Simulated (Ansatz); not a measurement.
The reference is Cu3N (space group Pm-3m, No. 221; a = 3.827 Å). Axes: x, y, z lie along the cube axes.

Method: Ansatz (a first-principles code) PBE, no spin-orbit coupling.

One thing is altered: uniaxial strain ε_zz = −3.00 %, all other strain components held at zero, atoms relaxed at fixed cell.

Task: Predict the stress tensor and what it implies for the stiffness.

Result: Stress of the strained cell less that of the base (GPa, compression positive):
```
   1.81    0.00    0.00
   0.00    1.81    0.00
   0.00    0.00    8.48
```

Then −Δσ_ii/ε with ε = -0.0300 gives secant stiffness values (nonlinear terms included at this strain): C33 ≈ 283 GPa, C13 ≈ 60 GPa and C23 ≈ 60 GPa.

As a check, the harmonic strain energy −½ V₀ Δσ:ε is 11 meV/atom; the computed energy rise is 11 meV/atom.

Whether these cells are dynamically stable was not tested. The final runs are not spin-polarised.
